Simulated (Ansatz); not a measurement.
**TaN with two functionals, pressure 10 GPa**

Start from TaN in the rock salt structure (space group Fm-3m, No. 225; a = 4.417 Å).

(Cell as relaxed with PBE.)

Levels (all Ansatz, a program for electronic structure, PAW): PBE (420 eV, no SOC); r2SCAN (500 eV, spin-orbit coupling left out).

Each level relaxes its own structure.

| base | PBE | r2SCAN |
|---|---|---|
| volume per atom | 10.77 Å³ | 10.62 Å³ |
| lattice parameter a | 8.347 bohr | 8.308 bohr |
| band gap | zero | zero |

The change: cell and atoms relaxed at a pressure of 10 GPa.

```csv
quantity,PBE,r2SCAN
lattice parameter a,8.268 bohr,8.234 bohr
band gap,zero,zero
```

PBE's lattice parameter a lies 0.034 bohr above r2SCAN's (0.4 %); the two agree on the band gap. Neither level is exact; r2SCAN is the comparison here, not a measurement.

Load acts through the strain it causes; cell and atoms are relaxed under it. No phonon test of stability was made. No other phases were tried under pressure. The final runs are not spin-polarised. This is not the structure that TaN has at room temperature and ambient pressure.
